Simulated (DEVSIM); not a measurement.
## Si p-i-n diode

System: Si p-i-n diode, at 300 K.

| layer (left to right) | material | thickness (μm) | Nd (cm⁻³) | Na (cm⁻³) | τn (s) | τp (s) |
|---|---|---|---|---|---|---|
| 1 | Si | 0.690 | - | 6.2e18 | 2.8e-6 | 2.8e-6 |
| 2 | Si | 1.10 | 1.3e11 | - | 2.8e-6 | 2.8e-6 |
| 3 | Si | 0.200 | 4.6e17 | - | 2.8e-6 | 2.8e-6 |

Left contact: ohmic. Right contact: ohmic. Voltage is applied to the left contact. Recombination: SRH at mid-gap, Auger. Gap narrowing is on: ΔEg = 6.92 meV × (l + √(l² + 0.5)), l = ln(N/1.3e17 cm⁻³), shared equally by both band edges. Mobility is μmin + (μ − μmin)/(1 + (N/Nref)^α).

Constants are typed, rounded textbook-type inputs, not results; the design itself was drawn at random and stands for no fabricated device. Values at 300 K.

| parameter | Si |
|---|---|
| gap (eV) | 1.124 |
| affinity (eV) | 4.05 |
| permittivity | 11.7 |
| Nc (cm⁻³) | 2.86e19 |
| Nv (cm⁻³) | 3.1e19 |
| μn (cm²/Vs) | 1417 |
| μp (cm²/Vs) | 470 |
| μn,min | 52 |
| μp,min | 45 |
| Nref,n | 9.7e16 |
| Nref,p | 2.2e17 |
| αn | 0.68 |
| αp | 0.72 |
| Cn (cm⁶/s) | 2.8e-31 |
| Cp (cm⁶/s) | 9.9e-32 |

DEVSIM, 1D drift-diffusion, Boltzmann statistics, complete ionisation; no tunnelling, impact ionisation, image-force lowering or self-heating.

The potential step across the device at zero bias is 0.939 V, the dark forward voltage at 1 A/cm² is 0.633 V and the dark forward voltage at 100 A/cm² is 0.758 V.

Dark forward current:

(V (V), J (A/cm²)): (0.05, 7.5e-9); (0.10, 2.9e-8); (0.15, 9.3e-8); (0.20, 3.1e-7); (0.25, 1.1e-6); (0.30, 4.9e-6); (0.35, 2.5e-5); (0.40, 0.00015); (0.45, 0.00092); (0.50, 0.0061); (0.55, 0.041); (0.60, 0.28); (0.65, 1.9); (0.70, 12); (0.75, 77); (0.80, 420); (0.85, 1900); (0.90, 7000)

Dark reverse current:

```json
[
 {"V (V)": "-0.40", "J (A/cm²)": "-1.3e-8"},
 {"V (V)": "-1.00", "J (A/cm²)": "-1.9e-8"},
 {"V (V)": "-2.00", "J (A/cm²)": "-2.4e-8"},
 {"V (V)": "-3.00", "J (A/cm²)": "-2.7e-8"},
 {"V (V)": "-4.00", "J (A/cm²)": "-2.8e-8"},
 {"V (V)": "-6.00", "J (A/cm²)": "-3.0e-8"},
 {"V (V)": "-8.00", "J (A/cm²)": "-3.1e-8"},
 {"V (V)": "-10.00", "J (A/cm²)": "-3.2e-8"},
 {"V (V)": "-13.00", "J (A/cm²)": "-3.2e-8"},
 {"V (V)": "-16.00", "J (A/cm²)": "-3.3e-8"},
 {"V (V)": "-20.00", "J (A/cm²)": "-3.3e-8"}
]
```
